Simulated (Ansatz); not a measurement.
Hypothetical P6_3/mmc SiS2: thickness series

Consider SiS₂ in the 2H-MoS2 type structure (space group P6_3/mmc, No. 194; a = 3.224 Å, c = 12.151 Å; a hypothetical phase, not in the database extracts checked; layered, stacked along the Cartesian z axis).

Free-standing slabs (3 atom(s) a layer) normal to the stacking axis with 15 Å of vacuum; in-plane cell relaxed.

Computed with r2SCAN+rVV10/PAW in Ansatz (an electronic-structure program), spin-orbit coupling left out.

Notes on the quantities. excess energy per area of both faces: slab less bulk energy over the cell's area: twice a surface energy; uncertain by up to 0.2 J/m²; layer's space group: with vacuum.

| change | excess energy per area of both faces | layer's space group | band gap |
|---|---|---|---|
| base | – | – | zero |
| 1 layer | 0.31 J/m² | P-6m2 (No. 187) | 0.44 eV |
| 2 layers | 0.3 J/m² | P-3m1 (No. 164) | 0.26 eV |
| 3 layers | 0.3 J/m² | P-6m2 (No. 187) | 0.17 eV |
| 4 layers | 0.3 J/m² | P-3m1 (No. 164) | 0.12 eV |

Slab and bulk use different k-meshes, which limits the precision of the excess energy. No phonon test of stability was made. All final runs are without spin polarisation. Gaps under 0.05 eV, about the width of the smearing, are given as zero. The zero or small gap of SiS2 can change with the level of theory.
